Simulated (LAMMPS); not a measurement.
LAMMPS 22 Jul 2025, classical MD, EAM (Finnis-Sinclair form) (Al_mm.eam.fs): Al, 2048 atoms.

```
Item                                                                                              Result
-----------------------------------------------  -------------------------------------------------------
task                                                                                             MD, nve
potential                                                       EAM (Finnis-Sinclair form), Al_mm.eam.fs
copies of the repeat unit                                                                          8×8×8
shape (slab and sphere leave vacuum in the box)                                                     bulk
temperature                                                                                        600 K
steps                                                                                              10000
timestep                                                                                            2 fs
neighbor skin                                                                                        2 Å
neigh_modify                                                                   every 1 delay 0 check yes
thermo                                                                                               100
newton                                                                                      on (default)
atom_modify sort (bins of 2 Å where set)                                                  1000 (default)
comm_style                                                                               brick (default)
box                                                                                 32.4 × 32.4 × 32.4 Å
start                                                    generated fcc lattice, warmed in an untimed run
compared values                                  energy and forces of the first step, drift over the run
```

It runs on a single node (Arm Neoverse V2, 96 cores on 1 socket, no SMT, 1 L3 cache group; 94 cores' worth of CPU time may be used).

Wall times, medians of two to five repeats, each run alone on the node (launch to exit). Processes are pinned to neighbouring cores unless said otherwise. Build: PyPI wheel: MPICH, OPENMP and OPT packages. Other compilers and libraries give other times. Scratch files lie in a memory file system. A preparatory run goes ahead and isn't timed.

Measured:

| cores | layout | wall time |
|---|---|---|
| 2 | 2 ranks | 17.2 s |
| 4 | 4 ranks | 8.97 s |
| 8 | 8 ranks | 4.97 s |
| 16 | 16 ranks | 3.02 s |
| 48 | 48 ranks | 1.79 s |
| 64 | 64 ranks | 1.74 s |

**Question.** Take a serial part s and a parallel part w, T = s + w/p on p cores. What does the fit give for 32 ranks and for 88 ranks, and what is measured?

**Answer.** A fit of relative deviations gives s = 1.18 s and w = 31.0 core-seconds; it misses the rows shown by at most 4 %.

```tsv
cores	layout	fit	measured	measured against fit
32	32 ranks	2.15 s	2.09 s	-3 %
88	88 ranks	1.53 s	1.72 s	+12 %
```

The fit holds no term that grows with the count of cores, while set-up, start and exit outside the loop rises from 0.27 s on 64 cores to 0.36 s on 88.

Efficiency, counted from 2 cores, is near one half at 32 cores. The time no longer falls beyond 48 cores (1.8 s; the least measured is 1.7 s on 88, level within 8 % or the scatter of repeats). The share that grows most is that of communication and waiting (Comm): from 5.1 % of the time on 2 cores to 30 % on 88. The largest part on 88 cores, pair forces (Pair), takes 16 s on 2 and 0.76 s there.
